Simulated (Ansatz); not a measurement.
## A self-consistent single point of Cs2InAuCl6 (Fm-3m, 10 atoms in the cell) with Ansatz

Method: r2SCAN, default PAW files made with PBE (plane waves; Ansatz, a quantum-chemistry and plane-wave program).

This input was run:

Ansatz 0.2 input:
```yaml
# Cs2InAuCl6
crystal:
  lattice:
    - [0.000000, 5.026679, 5.026679]
    - [5.026679, 0.000000, 5.026679]
    - [5.026679, 5.026679, 0.000000]
  atoms:
    - { symbol: Cs, position: [0.250000, 0.250000, 0.250000] }
    - { symbol: Cs, position: [0.750000, 0.750000, 0.750000] }
    - { symbol: Au, position: [0.500000, 0.500000, 0.500000] }
    - { symbol: In, position: [0.000000, 0.000000, 0.000000] }
    - { symbol: Cl, position: [0.749100, 0.250900, 0.250900] }
    - { symbol: Cl, position: [0.250900, 0.749100, 0.749100] }
    - { symbol: Cl, position: [0.250900, 0.749100, 0.250900] }
    - { symbol: Cl, position: [0.749100, 0.250900, 0.749100] }
    - { symbol: Cl, position: [0.250900, 0.250900, 0.749100] }
    - { symbol: Cl, position: [0.749100, 0.749100, 0.250900] }
basis:
  ecutwfc: 36.7 Ry
kpoints:
  mp_grid: { grid: [5, 5, 5] }
hamiltonian:
  xc: r2scan
  pseudopotentials: { kind: paw }
scf:
  occupations: { method: cold, width: 0.0073 Ry }
output:
  forces: true
  eigenvalues: true
  stress: true
```

The program printed (abridged):

```
WARN basis.ecutwfc = 499.3289376138798 eV is below the records' recommended cutoff, and the density's cutoff is lower with it unless basis.ecutrho_ratio is …
WARN ansatz: RAYON_NUM_THREADS=1 ignored (pool sized by the plan → 1); use --threads N
Pseudopotentials: kind: paw
Pseudopotential: Cs, paw, valence charge 9
Pseudopotential: Au, paw, valence charge 19
Pseudopotential: In, paw, valence charge 13
Pseudopotential: Cl, paw, valence charge 7
Crystal: 10 atoms, lattice volume = 254.023 Å³
Basis set: ecut = 499.3289376138798 eV, 6375 PW (Γ), exchange–correlation on 216×216×216 points (64 copies of the dense FFT grid, shifted against one another)
Bands: 56, of which v1, the nominal top of the filled ones, is band 46 counted from 1 (45 counted from 0)
Symmetry: 48 space group operations
Space group: Fm-3m (ITA 225), of the structure as read, at distance tolerance 6.3e-5 Å
k-points: 10 of 125
PAW frozen core: Cs, regenerated for the run's functional
PAW frozen core: Au, regenerated for the run's functional
PAW frozen core: In, regenerated for the run's functional
PAW frozen core: Cl, regenerated for the run's functional
Initial density: superposition of atomic densities (neutral atoms: chi_scale 0, normalization atom), corrected by the library's trained network
Initial wavefunctions: pseudopotential atomic-orbital guess
Eigensolver: davidson
Functional: x = r2scan, c = r2scan; τ floored in thin density (d = 2e-4 eV/Å³)
SCF iter   1: F=—  HF=-36662.781266 eV  |F-HF|=—  |Δ(HF+E_count)|=         —  Δρ=8.12e-3  dr2=1.60e-1  dr2_τ=2.64e-2  ethr=1.77e-3  ⟨swp⟩=8.3  Hψ=2464  notcnv=0  defer=17
all-band conjugate gradients solve this SCF's bands
preconditioner: auto → Resta (q_TF=auto, 2.303 Å⁻¹)
SCF iter   2: F=—  HF=-36662.828833 eV  |F-HF|=—  |Δ(HF+E_count)|=   4.76e-2  S|Δr|=    0.00e0  Δρ=3.54e-3  dr2=1.82e-2  dr2_τ=4.42e-3  ethr=1.74e-4  ⟨swp⟩=2.2  Hψ=1114  notcnv=0  defer=32
SCF iter   3: F=—  HF=-36662.828782 eV  |F-HF|=—  |Δ(HF+E_count)|=   5.05e-5  S|Δr|=    0.00e0  Δρ=1.60e-3  dr2=4.48e-3  dr2_τ=2.63e-4  ethr=1.97e-5  ⟨swp⟩=1.9  Hψ=683  notcnv=0  defer=32
SCF iter   4: F=—  HF=-36662.828869 eV  |F-HF|=—  |Δ(HF+E_count)|=   8.66e-5  S|Δr|=    0.00e0  Δρ=1.80e-4  dr2=9.30e-5  dr2_τ=1.07e-5  ethr=4.87e-6  ⟨swp⟩=2.5  Hψ=911  notcnv=0  defer=32
SCF iter   5: F=—  HF=-36662.828789 eV  |F-HF|=—  |Δ(HF+E_count)|=   7.98e-5  S|Δr|=    0.00e0  Δρ=5.71e-5  dr2=1.24e-5  dr2_τ=1.11e-6  ethr=1.01e-7  ⟨swp⟩=2.0  Hψ=926  notcnv=0  defer=32
SCF iter   6: F=—  HF=-36662.828791 eV  |F-HF|=—  |Δ(HF+E_count)|=   1.55e-6  S|Δr|=    0.00e0  Δρ=1.34e-5  dr2=7.95e-7  dr2_τ=4.41e-8  ethr=1.35e-8  ⟨swp⟩=2.0  Hψ=885  notcnv=0  defer=32
SCF iter   7: F=-36662.828791 eV  HF=-36662.828791 eV  |F-HF|=1.04e-8  |Δ(HF+E_count)|=   2.16e-8  S|Δr|=    0.00e0  Δρ=3.94e-6  dr2=6.07e-8  dr2_τ=4.97e-9  ethr=1.09e-10  ⟨swp⟩=14.2  Hψ=3242  notcnv=0
the last iteration of the SCF fills more bands at one k-point than at another …
SCF 1 converged in 7 iterations: F = -36662.828791 eV  dr2 = 6.07e-8
SCF converged after 7 iterations
Stability not checked (fill_not_monotonic)
Free energy (F): -36662.828791 eV
Harris-Foulkes:  -36662.828791 eV  (|F-HF|=1.04e-8)
Internal energy: -36662.829084 eV  (E = F + TS)
E sigma→0 (E₀):  -36662.828888 eV
Entropy (-TS):   0.000293 eV (0.029 meV/atom)
Fermi energy:    6.863925 eV
Step filling:    the computed levels leave a gap of 0.0000 eV = 0.0 smearing widths
--- Per-component energies (eV) ---
  E_band       = -633.089170
  E_kinetic    = 2114.545961
  E_local      = -6767.502614  (includes V_loc(G=0)·N_el)
  E_nonlocal   = 680.034513
  E_hartree    = 2733.597966
  E_xc         = -1373.069588
  E_vxc        = -1501.197585  (∫ρ·V_xc dr)
  E_paw        = -28108.106247  (= ΣΔE_a)
  E_vpaw       = -708.679236  (= ΣTr[D̂ρ^β])
  E_aug_tail   = 0.000979  (compensation charges beyond the density's cutoff)
  E_vtau       = 82.498654  (kinetic-family band-sum trace: ∫τ·v_τ [+ j·A + Jᵃ·Aᵃ] dr)
  E_ewald      = -5942.400594
  E_core_change = 0.070540  (= ΣΔE_core)
  E_smearing   = 0.000293  (= −TS)
  E_closure    = -0.000000  (closes the sum)
  Σ components = -36662.828791   (vs F -36662.828791, Δ=0.00e0)
--- Forces (eV/Å), atoms counted from 1 ---
  atom   1  Cs     0.00000000    -0.00000000     0.00000000
  atom   2  Cs     0.00000000     0.00000000     0.00000000
  atom   3  Au     0.00000000    -0.00000000     0.00000000
  atom   4  In    -0.00000000     0.00000000     0.00000000
  atom   5  Cl    -0.77992937    -0.00000000    -0.00000000
  atom   6  Cl     0.77992937     0.00000000    -0.00000000
  atom   7  Cl     0.00000000    -0.77992937     0.00000000
  atom   8  Cl    -0.00000000     0.77992937    -0.00000000
  atom   9  Cl    -0.00000000    -0.00000000    -0.77992937
  atom  10  Cl     0.00000000     0.00000000     0.77992937
  max |Σ_I F_I| component: 3.33e-16 eV/Å
--- Stress (GPa, compression-positive) ---
        6.357990       0.000000       0.000000
       -0.000000       6.357990      -0.000000
        0.000000       0.000000       6.357990
  P = ⅓ Tr σ = 6.3580 GPa (63.580 kbar)
  The stress holds the Pulay correction. Without it, at fixed plane waves, as pw.x and ABINIT print it: P = 6.3421 GPa
--- Band table (eV; the first three rows and the last of 10) ---
  k-point 0: bands = ["-99.5591", "-50.5328", "-50.5328", "-50.5328", "-14.6533", "-14.6081", "-9.9927", "-9.8076", "-9.8076", "-9.3210", "-9.3210", "-9.3210", "-8.5130", "-8.5130", "-8.5130", "-7.9140", "-7.9140", "-1.5322", "-1.5322", "-1.5322", [...]
  k-point 1: bands = ["-99.5591", "-50.5328", "-50.5328", "-50.5328", "-14.6474", "-14.6110", "-9.9464", "-9.8150", "-9.8150", "-9.4056", "-9.3116", "-9.3116", "-8.5129", "-8.5129", "-8.5127", "-7.9194", "-7.9194", "-1.4804", "-1.4804", "-1.4093", [...]
  k-point 2: bands = ["-99.5591", "-50.5328", "-50.5328", "-50.5328", "-14.6338", "-14.6199", "-9.8265", "-9.8265", "-9.8119", "-9.6007", "-9.2969", "-9.2969", "-8.5127", "-8.5127", "-8.5122", "-7.9281", "-7.9281", "-1.3706", "-1.3706", "-1.2899", [...]
  k-point 9: bands = ["-99.5591", "-50.5328", "-50.5328", "-50.5328", "-14.6290", "-14.6217", "-9.9835", "-9.8206", "-9.7336", "-9.4392", "-9.3353", "-9.3126", "-8.5125", "-8.5124", "-8.5122", "-8.0305", "-7.9220", "-1.2801", "-1.2517", "-1.2376", [...]
```

The run converged in 7 iterations.

The starting cell was generated: these elements placed on a structure prototype, without a prior relaxation; it need not be a known phase or ordering of this composition. Spin-orbit coupling is off. With a pressure of about 6 GPa the cell is away from its equilibrium volume at this level. Ansatz's pressure includes its estimate of the finite-basis (Pulay) stress. The cutoff lies below the one recommended for these files. The run gives no clean gap (levels at the Fermi energy touch, overlap or are partly filled at this smearing), which alone does not show that the compound is a metal.
